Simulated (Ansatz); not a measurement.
Start from WC (space group P-6m2, No. 187; a = 2.9127 Å, c = 2.8354 Å; relaxed with 0.1 eV smearing). Axes: x lies along a and z along c of the hexagonal cell.

Computed with r2SCAN, PAW, 500 eV (Ansatz, a first-principles code; no spin-orbit coupling).

For the base:

```
Quantity  Value
--------  -----
Band gap   zero
```

One thing is altered: uniaxial stress, 0.5 GPa compression along x; all other stress components relax to zero.

Q: What does the calculation give for the strain response, band gap and energy relative to the base after the change?

A: The strain response (xx, yy, zz) is (−0.08, +0.02, +0.01) %; the band gap is still zero; the energy hardly moves.

Beyond what the load breaks, stability against distortions was not tested. The final runs are not spin-polarised.
